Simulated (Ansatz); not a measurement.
P: element substitutions

Start from P in the black-P type structure (space group Cmce, No. 64; layered, stacked along the Cartesian y axis).

```yaml
crystal:
  lattice:
    - [1.65108, -5.34538, 0.00000]
    - [1.65108, 5.34538, 0.00000]
    - [0.00000, 0.00000, 4.46666]
  atoms:
    - { symbol: P, position: [0.40092, 0.59908, 0.58510] }
    - { symbol: P, position: [0.59908, 0.40092, 0.41490] }
    - { symbol: P, position: [0.90092, 0.09908, 0.91490] }
    - { symbol: P, position: [0.09908, 0.90092, 0.08510] }
```

Each row replaces one element on all its sites; cell and atoms are relaxed.

The values are results of DFT with r2SCAN+rVV10, PAW potentials and a 500 eV plane-wave cutoff in Ansatz (a first-principles code), without spin-orbit coupling, not measurements.

| case | shortest interatomic distance | space group |
|---|---|---|
| base | 221.3 pm | Cmce (No. 64) |
| P → Sb | 286.0 pm | Cmce (No. 64) |
| P → Pt | 258.8 pm | Fmmm (No. 69) |
| P → As | ? | Cmce (No. 64) |

Task: What belongs in the blanks?

Result: 
- P → As, shortest interatomic distance: 247.3 pm

No phonon test of stability was made. As relaxed here, Sb and Pt are hypothetical phases, not in the database extracts checked. All final runs are without spin polarisation. This is not the structure that As has at room temperature and ambient pressure.
